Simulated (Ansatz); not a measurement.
Consider WS2 in the 2H-MoS2 type structure (space group P6_3/mmc, No. 194; a = 3.170 Å, c = 12.492 Å; layered, stacked along the Cartesian z axis).

The change: an isotropic linear strain of +2.20 %; the atoms relax in the strained cell.

Levels (all Ansatz, a quantum-chemistry and plane-wave program, PAW): r2SCAN+rVV10 (500 eV, scalar-relativistic without spin-orbit coupling); HSE06 (420 eV, scalar-relativistic without spin-orbit coupling).

The geometry is relaxed with r2SCAN+rVV10.

| Property | Result |
|---|---|
| r2SCAN+rVV10 lowest conduction level above the VBM at special points | K 0.90 eV; H 0.90 eV; M 1.99 eV; Γ 2.20 eV |

### Question
What does HSE06 give at this geometry for the lowest conduction level above the VBM at special points?

### Answer
The lowest conduction level above the VBM at special points goes from K 0.90 eV; H 0.90 eV; M 1.99 eV; Γ 2.20 eV to K 1.26 eV; H 1.26 eV; M 2.53 eV; Γ 2.74 eV.

Single points use the geometry relaxed with r2SCAN+rVV10. HSE06 gaps are upper bounds (no full band path). The levels and masses belong to the bands next to the band gap. No phonon test of stability was made.
